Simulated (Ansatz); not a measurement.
# InP: response to strain

The parent structure is InP in the zinc blende structure (space group F-43m, No. 216; a = 5.907 Å). Axes: x, y, z lie along the cube axes.

Strains are applied to the cell and any free atomic positions relax; under biaxial strain the out-of-plane vector relaxes too.

Computed with r2SCAN (Ansatz, an electronic-structure program), no spin-orbit coupling.

Candidates:
(a) biaxial strain +2.50 %, plane normal [001], relaxed out of plane
(b) biaxial strain +1.00 %, plane normal [001], relaxed out of plane
(c) biaxial strain +3.00 %, plane normal [001], relaxed out of plane

Before the change:

The band gap is 1.03 eV.

Order them by band gap, lowest first.

(c) biaxial strain +3.00 %, plane normal [001], relaxed out of plane (0.68 eV), (a) biaxial strain +2.50 %, plane normal [001], relaxed out of plane (0.74 eV), (b) biaxial strain +1.00 %, plane normal [001], relaxed out of plane (0.91 eV)

Whether these cells are dynamically stable was not tested.
